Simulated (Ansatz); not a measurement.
Calculation: PBE (plane waves to 420 eV, PAW; Ansatz, a quantum-chemistry and plane-wave program).

Electrostatic potential energy of an electron, averaged over planes parallel to the surface, in eV from the Fermi level, for Sn on the 1x1 (111) surface of fcc Ir, one in a 3x3 cell, started at the site 'hollow Ir-Ir-Ir over Ir at depth 4.4 Å':

(z (Å), V (eV)): (5.49, 5.49); (5.78, 5.49); (6.07, 5.48); (6.36, 5.48); (6.64, 5.47); (6.93, 5.45); (7.22, 5.40); (7.51, 5.28); (7.80, 5.04); (8.09, 4.50); (8.38, 3.30); (8.67, 0.60); (8.96, -6.10); (9.24, -15.71); (9.53, -22.67); (9.82, -23.39); (10.11, -17.56); (10.40, -8.46); (10.69, -2.35); (10.98, -3.39); (11.27, -11.07); (11.56, -19.86); (11.84, -24.32); (12.13, -22.11); (12.42, -14.41); (12.71, -5.54); (13.00, -1.97); (13.29, -5.47); (13.58, -14.30); (13.87, -22.03); (14.16, -24.29); (14.44, -19.87); (14.73, -11.11); (15.02, -3.38); (15.31, -2.16); (15.60, -7.99); (15.89, -17.12); (16.18, -23.23); (16.47, -22.89); (16.76, -16.23); (17.04, -6.68); (17.33, 0.09); (17.62, 2.36); (17.91, 2.95); (18.20, 3.39); (18.49, 3.75); (18.78, 3.61); (19.07, 3.36); (19.36, 3.67); (19.64, 4.24); (19.93, 4.53); (20.22, 4.67); (20.51, 4.74); (20.80, 4.77); (21.09, 4.78); (21.38, 4.79); (21.67, 4.79); (21.96, 4.79); (22.24, 4.79); (22.53, 4.79); (22.82, 4.79)

Set-up: 37 atoms, 6.6 Å thick at the start under the adsorbate (thin: gaps and levels are the slab's own); mesh 4x4x1; 0.1 eV smearing; dipole correction on; 18 atoms held, the rest relaxed; held to the start's symmetry, so lower structures may exist; no spin, no spin-orbit, no U, no dispersion correction. At the end it is bonded to 3 Ir. In PBE it is, or lies within 0.03 eV of, the lowest of the starts that converged.

Question: The surface cell has an area of 58.40 Å². What dipole along the normal does the step between the two vacuum levels imply?

Answer: the top vacuum level lies 0.69 eV below the bottom one; p = −ε₀ A ΔV (ε₀ = 0.005526 e/(V·Å)) gives 0.22 e·Å a cell.
